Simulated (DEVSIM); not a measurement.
Device: CdS/CdTe n-p heterojunction, at 300 K.

| layer (left to right) | material | thickness (μm) | Nd (cm⁻³) | Na (cm⁻³) | τn (s) | τp (s) |
|---|---|---|---|---|---|---|
| 1 | CdS | 0.240 | 7.5e16 | - | 1.1e-9 | 1.1e-9 |
| 2 | CdTe | 0.170 | - | 2.4e16 | 1.1e-9 | 1.1e-9 |

Left contact: ohmic. Right contact: ohmic. Voltage is applied to the left contact. Recombination: SRH at mid-gap. Mobility is μmin + (μ − μmin)/(1 + (N/Nref)^α).

The device is made up for the run: typed textbook-type constants, with dimensions and the other settings drawn at random. Values at 300 K.

```
parameter         CdS    CdTe
-------------  ------  ------
gap (eV)          2.4     1.5
affinity (eV)     4.3    4.28
permittivity        9    10.2
Nc (cm⁻³)      2.2e18    8e17
Nv (cm⁻³)      1.8e19  1.8e19
μn (cm²/Vs)       300    1000
μp (cm²/Vs)        25      80
μn,min             30     100
μp,min              3      10
Nref,n           1e17    1e17
Nref,p           1e17    1e17
αn                0.6     0.6
αp                0.6     0.6
```

Model (solved in DEVSIM): 1D drift-diffusion, Boltzmann statistics, complete ionisation; no tunnelling, impact ionisation, image-force lowering or self-heating. Band offsets follow the typed affinities; no thermionic-emission limit at abrupt steps, no polarisation charge.

The doping Na of layer 2 was swept, all else fixed.

```json
[
 {"doping Na of layer 2 (cm^-3)": "7.2e14", "dark forward voltage at 100 A/cm² (V)": "1.014", "largest field in the device at zero bias (V/cm)": "65000", "potential step across the device at zero bias (V)": "1.131", "dark forward voltage at 1 A/cm² (V)": "0.869"},
 {"doping Na of layer 2 (cm^-3)": "2.4e15", "dark forward voltage at 100 A/cm² (V)": "1.051", "largest field in the device at zero bias (V/cm)": "69000", "potential step across the device at zero bias (V)": "1.162", "dark forward voltage at 1 A/cm² (V)": "0.906"},
 {"doping Na of layer 2 (cm^-3)": "7.2e15", "dark forward voltage at 100 A/cm² (V)": "1.092", "largest field in the device at zero bias (V/cm)": "77000", "potential step across the device at zero bias (V)": "1.190", "dark forward voltage at 1 A/cm² (V)": "0.949"},
 {"doping Na of layer 2 (cm^-3)": "2.4e16", "dark forward voltage at 100 A/cm² (V)": "1.136", "largest field in the device at zero bias (V/cm)": "99000", "potential step across the device at zero bias (V)": "1.222", "dark forward voltage at 1 A/cm² (V)": "1.006"},
 {"doping Na of layer 2 (cm^-3)": "7.2e16", "dark forward voltage at 100 A/cm² (V)": "1.174", "largest field in the device at zero bias (V/cm)": "140000", "potential step across the device at zero bias (V)": "1.250", "dark forward voltage at 1 A/cm² (V)": "1.049"},
 {"doping Na of layer 2 (cm^-3)": "2.4e17", "dark forward voltage at 100 A/cm² (V)": "1.215", "largest field in the device at zero bias (V/cm)": "170000", "potential step across the device at zero bias (V)": "1.281", "dark forward voltage at 1 A/cm² (V)": "1.093"},
 {"doping Na of layer 2 (cm^-3)": "7.2e17", "dark forward voltage at 100 A/cm² (V)": "1.252", "largest field in the device at zero bias (V/cm)": "190000", "potential step across the device at zero bias (V)": "1.309", "dark forward voltage at 1 A/cm² (V)": "1.131"}
]
```

From the first row to the last the dark forward voltage at 100 A/cm² goes from 1.014 to 1.252. From the first row to the last the largest field in the device at zero bias goes from 65000 to 190000.
